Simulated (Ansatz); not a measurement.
Take Be5Au (space group F-43m, No. 216; a = 6.072 Å) as the base.

One thing is altered: an isotropic linear strain of −0.95 %; the atoms relax in the strained cell.

Levels (all Ansatz, a program for electronic structure, PAW): PBEsol (420 eV, spin-orbit coupling left out); PBEsol+SOC (420 eV, with spin-orbit coupling).

The geometry is relaxed with PBEsol.

- PBEsol pressure = 4.4 GPa

With PBEsol+SOC at the same geometry, the pressure shrinks by 0.5 GPa, from 4.4 GPa to 3.9 GPa.

Single points use the geometry relaxed with PBEsol. Differences between runs with and without spin-orbit coupling are approximate. Stability against distortions was not tested.
